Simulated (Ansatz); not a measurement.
Related cells compared by their band gap.

Cell A: Si (diamond, Fd-3m), 2 atoms in the cell, k-point mesh 10×10×10 on the run's own vectors.
```yaml
crystal:
  lattice:
    - [0.00000, 2.72185, 2.72185]
    - [2.72185, 0.00000, 2.72185]
    - [2.72185, 2.72185, 0.00000]
  atoms:
    - { symbol: Si, position: [0.75000, 0.75000, 0.75000] }
    - { symbol: Si, position: [0.50000, 0.50000, 0.50000] }
```

Cell B: B (R-3m), 12 atoms in the cell, k-point mesh 8×8×8 on the run's own vectors.
```cif
data_B36
_chemical_formula_sum 'B36'
_space_group_name_H-M_alt 'R-3m :H'
_space_group_IT_number 166
_space_group_name_Hall '-R 3 2"'
_cell_length_a 4.89877
_cell_length_b 4.89877
_cell_length_c 12.51414
_cell_angle_alpha 90.000
_cell_angle_beta 90.000
_cell_angle_gamma 120.000
loop_
_atom_site_label
_atom_site_type_symbol
_atom_site_symmetry_multiplicity
_atom_site_Wyckoff_symbol
_atom_site_fract_x
_atom_site_fract_y
_atom_site_fract_z
_atom_site_occupancy
B1 B 18 h 0.23698 0.11849 0.10862 1
B2 B 18 h 0.19626 0.39251 0.02426 1
```
(The calculation used a cell of 12 atoms; values per cell refer to that cell.)

Cell C: C (diamond, Fd-3m), 2 atoms in the cell, k-point mesh 16×16×16 on the run's own vectors.
C has the cubic space group Fd-3m, origin choice 1 (No. 227), the diamond structure, Pearson symbol cF8. Conventional cell: a = b = c = 3.560 Å, α = β = γ = 90.00°. C on 8b is surrounded by 4 C at 1.542 Å (tetrahedral). (Neighbours: up to the widest gap in distance over summed covalent radii, below 1.35, at either atom.)
(The calculation used a cell of 2 atoms; values per cell refer to that cell.)

Plane-wave PAW calculations with Ansatz (a program for electronic structure), its default PAW set, cutoff 500 eV. The structures are at rest with r2SCAN. Neutral cells; Fermi-Dirac smearing of at most 0.05 eV in the solids, energies taken to zero width. No structure search was made; lower ones may exist. A dispersion term ran beside these levels; it doesn't touch the electrons. Gaps are highest filled to lowest empty Kohn-Sham level on the run's k-point mesh, states of defects and surfaces included; edges off the mesh make the true gap smaller, and under 0.08 eV counts as none.

**Question.** What does r2SCAN give for the band gap of each cell (eV)?

**Answer.** 
| system | r2SCAN |
|---|---|
| A | 0.78 (indirect) |
| B | 1.64 (indirect) |
| C | 4.37 (indirect) |

With r2SCAN the value is lowest for A and highest for C.
